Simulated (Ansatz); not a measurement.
Start from WSe2 (space group P6_3/mmc, No. 194; a = 3.279 Å, c = 12.786 Å; layered, stacked along the Cartesian z axis).

(Cell as relaxed with PBE-D3(BJ).)

Levels (all Ansatz, a program for electronic structure, PAW): PBE-D3(BJ) (420 eV, no spin-orbit coupling); r2SCAN+rVV10 (500 eV, no spin-orbit coupling).

Each level relaxes its own structure.

```csv
base,PBE-D3(BJ),r2SCAN+rVV10
volume per atom,19.84 Å³,20.67 Å³
lattice parameter a,3.279 Å,3.300 Å
band gap,0.87 eV,1.12 eV
```

It is then changed as follows: electrons 3.0×10^21 cm⁻³, on a uniform background at fixed cell.

| quantity | PBE-D3(BJ) | r2SCAN+rVV10 |
|---|---|---|
| largest internal atomic displacement | 0.013 Å | [?] |
| gap between the host's bands | 0.84 eV | [?] |
| Fermi level relative to the doped band's edge (positive inside the band; to 0.05 eV) | +0.45 eV | [?] |
| shift of the gap caused by the change | -0.03 eV | [?] |
| gap character | indirect, Γ → K–Γ (47 % along) | [?] |

### Question
What does r2SCAN+rVV10 give?

### Answer

- largest internal atomic displacement, r2SCAN+rVV10: 0.013 Å
- gap between the host's bands, r2SCAN+rVV10: 1.10 eV
- Fermi level relative to the doped band's edge (positive inside the band; to 0.05 eV), r2SCAN+rVV10: +0.40 eV
- shift of the gap caused by the change, r2SCAN+rVV10: -0.02 eV
- gap character, r2SCAN+rVV10: indirect, Γ → K–Γ (47 % along)

PBE-D3(BJ)'s gap between the host's bands lies 0.26 eV below r2SCAN+rVV10's; the two agree on the largest internal atomic displacement and gap character. Neither level is exact; r2SCAN+rVV10 is the comparison here, not a measurement.

Charged cell with a jellium background: band edges are those of the host's band count, energies are not comparable with the neutral cell, and many-body gap narrowing is missing. With W present, leaving out spin-orbit coupling can change the band edges. Whether these cells are dynamically stable was not tested.
